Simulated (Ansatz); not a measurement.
Defect: interstitial Li in monoclinic HfO2 with all lengths changed by -1 %, charge state +1. These are PBE, PAW (plane waves to 420 eV; Ansatz, a program for electronic structure) values and carry that method's errors.

Cell of 96 host sites held at the strained lattice (strain from the relaxed PBE one, atoms relaxed); the Γ point alone; Fermi-Dirac width 0.01 eV, spin-restricted; finite-size errors left in. Energies are static. Spin-orbit coupling is left out. The charge state is imposed; whether it is stable for some Fermi level was not computed. Sites that were not tried may lie lower.

Barriers: single points on a 2×2×2 k-point mesh shifted by half a step at the bands' geometries.

Relaxed starting cell (atoms counted from 1):

```xyz
97
Lattice="10.2198 0.0000 0.0000 0.0000 10.3198 0.0000 -1.7786 0.0000 10.4475" Properties=species:S:1:pos:R:3 pbc="T T T"
Hf     0.7613     2.3456     3.7092
Hf    -0.1084     2.3700     8.9336
Hf     0.7832     7.5240     3.7023
Hf    -0.1080     7.5393     8.9323
Hf     5.8800     2.3860     3.6856
Hf     5.0057     2.3677     8.9182
Hf     5.9015     7.5358     3.6969
Hf     5.0179     7.5430     8.8962
Hf     3.4120     2.7874     1.5348
Hf     2.5164     2.7730     6.8013
Hf     3.4268     8.0094     1.5161
Hf     2.5429     7.9683     6.7587
Hf     8.5506     2.7990     1.5275
Hf     7.6486     2.7939     6.7408
Hf     8.5645     7.9784     1.5269
Hf     7.6420     7.9691     6.7450
Hf     2.8568     4.9024     4.2859
Hf     2.1061     4.9675     9.3786
Hf     2.9876    10.1082     4.1489
Hf     2.1067    10.1111     9.3608
Hf     8.0989     4.9507     4.1283
Hf     7.2368     4.9500     9.3273
Hf     8.0863    10.1083     4.1362
Hf     7.2072    10.1125     9.3586
Hf     1.2267     0.2272     1.0859
Hf     0.3265     0.2149     6.3137
Hf     1.2248     5.3710     1.0957
Hf     0.2948     5.3851     6.3562
Hf     6.3463     0.2322     1.0837
Hf     5.4443     0.2346     6.3052
Hf     6.4671     5.3909     1.0120
Hf     5.4469     5.3765     6.2892
O     -0.3890     0.8211     4.3886
O     -1.2746     0.8465     9.6199
O     -0.3693     5.9850     4.3930
O     -1.2446     5.9863     9.6092
O      4.6983     0.8931     4.4020
O      3.8406     0.8477     9.6209
O      4.6857     5.9837     4.3424
O      3.8670     6.0079     9.6008
O      4.6118     4.3820     0.8845
O      3.6949     4.2991     6.0910
O      4.6146     9.4832     0.8252
O      3.7159     9.4810     6.0488
O      9.7008     4.3384     0.8352
O      8.7851     4.3484     6.0710
O      9.7127     9.4978     0.8367
O      8.8053     9.4919     6.0587
O      4.1567     3.5286     3.4075
O      3.2556     3.4188     8.7085
O      4.1750     8.6062     3.4280
O      3.2732     8.5891     8.6612
O      9.2465     3.4063     3.4598
O      8.3749     3.4132     8.6686
O      9.2714     8.5736     3.4565
O      8.3646     8.5810     8.6741
O      0.0594     1.7451     1.7856
O     -0.8208     1.7551     7.0013
O      0.1004     6.9198     1.7842
O     -0.8371     6.9235     7.0102
O      5.1545     1.7549     1.7776
O      4.2641     1.7356     7.0246
O      5.1816     6.8780     1.7716
O      4.2805     6.9025     6.9819
O      1.3385     3.7897     5.1921
O      0.5322     3.8324    10.3788
O      1.4063     8.9806     5.1234
O      0.5165     9.0048    10.3494
O      6.5057     3.8392     5.1022
O      5.6462     3.8456    10.3217
O      6.5018     9.0012     5.1135
O      5.6267     9.0000    10.3439
O      2.8119     1.3331     0.1075
O      1.9158     1.3256     5.3380
O      2.8204     6.5082     0.1254
O      1.8956     6.4835     5.3585
O      7.9229     1.3475     0.1025
O      7.0257     1.3408     5.3157
O      7.9798     6.5245     0.0685
O      7.0153     6.5045     5.3014
O      2.3687     1.2573     2.7194
O      1.4692     1.2526     7.9530
O      2.4492     6.3589     2.7258
O      1.4737     6.4219     7.9599
O      7.4615     1.2609     2.7134
O      6.5876     1.2545     7.9324
O      7.4995     6.4192     2.6861
O      6.5912     6.4083     7.9108
O      1.8114     3.9062     2.5567
O      0.9497     3.9297     7.7745
O      1.8531     9.0694     2.5122
O      0.9579     9.0810     7.7386
O      6.9610     3.9338     2.4860
O      6.0682     3.9164     7.7133
O      6.9672     9.0728     2.5056
O      6.0670     9.0824     7.7239
Li     4.2732     5.4356     2.3876
```
Cell charge +1.

End state 1 differs by these moves (Å; atoms that move under 0.08 Å are left out):

| atom | element | Δx | Δy | Δz |
|---|---|---|---|---|
| 8 | Hf | 0.11 | -0.02 | -0.05 |
| 11 | Hf | -0.13 | 0.00 | 0.16 |
| 17 | Hf | 0.13 | 0.04 | -0.14 |
| 31 | Hf | -0.12 | -0.02 | 0.07 |
| 41 | O | 0.00 | -0.08 | -0.07 |
| 43 | O | -0.02 | -0.10 | -0.03 |
| 49 | O | 0.00 | -0.10 | 0.03 |
| 52 | O | 0.00 | -0.06 | 0.06 |
| 63 | O | -0.05 | 0.05 | -0.04 |
| 65 | O | 0.06 | 0.04 | -0.07 |
| 75 | O | 0.07 | 0.04 | -0.01 |
| 83 | O | -0.11 | 0.07 | 0.02 |
| 91 | O | -0.07 | 0.05 | 0.07 |
| 97 | Li | 0.44 | 2.04 | -2.61 |

**Question.** Predict the forward and backward barriers to end state 1 from PBE, PAW.

**Answer.** forward 1.29 eV, backward 1.29 eV; at the saddle point atom 97 has neighbours O at 1.67, O at 1.70, O at 1.77, O at 1.91 Å. The saddle point's order was not checked.
